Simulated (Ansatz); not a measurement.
**A computed series for ZrO2: pressure series**

Base system: ZrO2 in the fluorite structure (space group Fm-3m, No. 225).

```xyz
3
Lattice="0.0000 2.5579 2.5579 2.5579 0.0000 2.5579 2.5579 2.5579 0.0000" Properties=species:S:1:pos:R:3 pbc="T T T"
Zr     0.0000     0.0000     0.0000
O      1.2790     1.2790     1.2790
O      3.8369     3.8369     3.8369
```

Cell and atoms are relaxed at each pressure.

Computed with PBE, PAW, 420 eV (Ansatz, an electronic-structure program; scalar-relativistic without spin-orbit coupling), earlier PAW set.

| pressure (GPa) | band gap (eV) |
|---|---|
| -2 | 3.30 |
| -1 | 3.31 |
| 0 | 3.32 |
| 0.9 | 3.33 |
| 2.1 | 3.34 |
| 4.5 | 3.37 |
| 9 | ? |
| 15 | 3.48 |

**Question.** Fit E_g = E₀ + αP + βP² to the rows shown and predict the withheld row.

**Answer.** Least squares on the printed values gives E₀ = 3.32 eV, α = 10.6 meV/GPa, β = 0.0065 meV/GPa² (largest residual 0.00 eV); this predicts 3.42 eV, and the run gives 3.42 eV, in agreement.

Load acts through the strain it causes; cell and atoms are relaxed under it. No phonon test of stability was made. Competing high-pressure phases were not computed. This is not the structure that ZrO2 has at room temperature and ambient pressure.
